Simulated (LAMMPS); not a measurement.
LAMMPS 22 Jul 2025, classical MD, Vashishta (InP.vashishta): InP, 2744 atoms.

```
Quantity                                                                                          Result
-----------------------------------------------  -------------------------------------------------------
task                                                                                             MD, nve
potential                                                                       Vashishta, InP.vashishta
copies of the repeat unit                                                                          7×7×7
shape (slab and sphere leave vacuum in the box)                                                     bulk
steps                                                                                               2000
timestep                                                                                            1 fs
thermo                                                                                                50
newton                                                                                      on (default)
atom_modify sort (bins of 2 Å where set)                                                  1000 (default)
comm_style                                                                               brick (default)
box                                                                                 41.1 × 41.1 × 41.1 Å
start                                            generated zinc blende lattice, warmed in an untimed run
```

All runs start from one configuration, warmed at this fixed volume for 1000 steps under a thermostat at 100 K. The run at a skin of 2 Å has a mean temperature of 98.8 K and a mean pressure of 0.2 GPa.

One run each, on a shared machine, so no times are given.

With neigh_modify every 1 delay 0 check yes, skins of 0.1, 0.3, 0.5, 1, 1.5, 2, 3 Å were run. Further schedules:
- skin 2 Å, every 20 delay 0 check no
- skin 1 Å, every 20 delay 0 check no
- skin 1 Å, every 10 delay 0 check yes
- skin 2 Å, every 100 delay 0 check no
- skin 2 Å, every 1 delay 10 check yes
- skin 0.3 Å, every 20 delay 0 check no
- skin 2 Å, every 10 delay 0 check yes

A schedule rebuilds too seldom if it shows a dangerous build, rebuilds less often than the check at every step does at that skin, or fails.

Problem. Which schedules can miss pairs here, and how do rebuilds depend on the skin?

Solution. With the check at every step the rebuilds are 257 at 0.1 Å, 82 at 0.3 Å, 27 at 0.5 Å, 0 at 1 Å, 0 at 1.5 Å, 0 at 2 Å, 0 at 3 Å. No further schedule rebuilds too seldom in this run.

| setting | rebuilds | dangerous builds | list entries an atom | change of the total energy (meV/atom) |
|---|---|---|---|---|
| skin 0.1 Å, every 1 delay 0 check yes | 257 | — | 34.0 | under 0.001 |
| skin 0.3 Å, every 1 delay 0 check yes | 82 | — | 34.5 | under 0.001 |
| skin 0.5 Å, every 1 delay 0 check yes | 27 | — | 45.6 | under 0.001 |
| skin 1 Å, every 1 delay 0 check yes | 0 | — | 46.0 | under 0.001 |
| skin 1.5 Å, every 1 delay 0 check yes | 0 | — | 70.4 | under 0.001 |
| skin 2 Å, every 1 delay 0 check yes | 0 | — | 86.0 | under 0.001 |
| skin 3 Å, every 1 delay 0 check yes | 0 | — | 122 | under 0.001 |
| skin 2 Å, every 20 delay 0 check no | 100 | not counted | 86.0 | under 0.001 |
| skin 1 Å, every 20 delay 0 check no | 100 | not counted | 46.0 | under 0.001 |
| skin 1 Å, every 10 delay 0 check yes | 0 | 0 | 46.0 | under 0.001 |
| skin 2 Å, every 100 delay 0 check no | 20 | not counted | 86.0 | under 0.001 |
| skin 2 Å, every 1 delay 10 check yes | 0 | 0 | 86.0 | under 0.001 |
| skin 0.3 Å, every 20 delay 0 check no | 100 | not counted | 34.5 | under 0.001 |
| skin 2 Å, every 10 delay 0 check yes | 0 | 0 | 86.0 | under 0.001 |

List entries are as LAMMPS prints them (Ave neighs/atom).
